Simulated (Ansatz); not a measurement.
Mo, response to strain

Base system: Mo in the bcc (W type) structure (space group Im-3m, No. 229; a = 3.1300 Å; relaxed with 0.1 eV smearing). Axes: x, y, z lie along the cube axes.

Strains are applied to the cell and any free atomic positions relax.

The values are results of PBEsol (Ansatz, a program for electronic structure, PAW, no spin-orbit coupling), not measurements.

Notes on the quantities. energy relative to the base: free energy F; pressure: mean of the normal stresses, compression positive.

```
change                          energy relative to the base  volume per atom  pressure
------------------------------  ---------------------------  ---------------  --------
base                                             0 meV/atom         15.33 Å³   0.0 GPa
uniaxial strain ε_zz = −3.00 %                 +23 meV/atom         14.87 Å³   9.2 GPa
uniaxial strain ε_zz = −2.50 %                 +16 meV/atom         14.95 Å³   7.5 GPa
uniaxial strain ε_zz = −2.00 %                +9.8 meV/atom         15.02 Å³   5.9 GPa
uniaxial strain ε_zz = −1.50 %                +5.5 meV/atom         15.10 Å³   4.4 GPa
uniaxial strain ε_zz = +0.50 %                +0.6 meV/atom         15.41 Å³  -1.4 GPa
uniaxial strain ε_zz = +1.00 %                +2.3 meV/atom         15.48 Å³  -2.7 GPa
uniaxial strain ε_zz = +1.50 %                +5.1 meV/atom         15.56 Å³  -4.0 GPa
uniaxial strain ε_zz = +2.50 %                 +14 meV/atom         15.71 Å³  -6.5 GPa
uniaxial strain ε_zz = +3.00 %                 +20 meV/atom         15.79 Å³  -7.7 GPa
```

Whether these cells are dynamically stable was not tested. The final runs are not spin-polarised.
